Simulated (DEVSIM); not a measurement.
Device: Schottky contact on n-type Si, at 300 K.

Layer 1 from the left is Si, thickness (μm) 1.10, Nd (cm⁻³) 8.4e15, τn (s) 9.4e-7, τp (s) 9.4e-7.

Left contact: Schottky, work function 4.81 eV, emission velocity 4.6e6 cm/s. Right contact: ohmic. Voltage is applied to the left contact. Recombination: SRH at mid-gap. Gap narrowing is on: ΔEg = 6.92 meV × (l + √(l² + 0.5)), l = ln(N/1.3e17 cm⁻³), shared equally by both band edges. Mobility is μmin + (μ − μmin)/(1 + (N/Nref)^α).

The device is made up for the run: typed textbook-type constants, with dimensions and the other settings drawn at random. Values at 300 K.

Si: gap (eV) 1.124, affinity (eV) 4.05, permittivity 11.7, Nc (cm⁻³) 2.86e19, Nv (cm⁻³) 3.1e19, μn (cm²/Vs) 1417, μp (cm²/Vs) 470, μn,min 52, μp,min 45, Nref,n 9.7e16, Nref,p 2.2e17, αn 0.68, αp 0.72.

Model (solved in DEVSIM): 1D drift-diffusion, Boltzmann statistics, complete ionisation; no tunnelling, impact ionisation, image-force lowering or self-heating. Metal contacts follow the ideal Schottky-Mott rule: no Fermi-level pinning, no interface dipoles.

Dark forward current:

```
|V| (V)  |J| (A/cm²)
-------  -----------
0.05        1.939e-5
0.10       0.0001526
0.15        0.001067
0.20        0.007329
0.25         0.05011
0.30          0.3409
0.35           2.292
0.40           14.80
0.45           81.55
0.50           300.9
0.55           704.0
0.60            1229
0.65            1824
0.70            2460
```

Work out the local ideality factor n = ΔV / (kT/q · ln(J2/J1)) between the rows 0.15 and 0.20 V, 0.65 and 0.70 V.

kT/q = 25.85 mV. From 0.15 to 0.20 V: ln(0.007329/0.001067) = 1.927, n = 1.00, near the 1 of diffusion or emission over a barrier. From 0.65 to 0.70 V: ln(2460/1824) = 0.299, n = 6.47; the layers' resistance at their doping, Σ W/(qμN) = 6.8e-5 Ω cm², would take 43 mV of this step of 50 mV.

Estimate the current at 0.25 V for emission alone, J0 = q v N_band exp(−φB/kT), and read the barrier back from the simulated current.

φB = 0.760 eV, N_band = 2.86e19 cm⁻³, J0 = 3.59e-6 A/cm²; J = J0 (exp(qV/kT) − 1) = 0.0570 A/cm². The simulation gives 0.0501 A/cm²; the estimate lies 14 % above. Read backwards, the simulated current gives an apparent barrier of 0.763 eV. The estimate leaves out transport through the depletion region and minority injection.
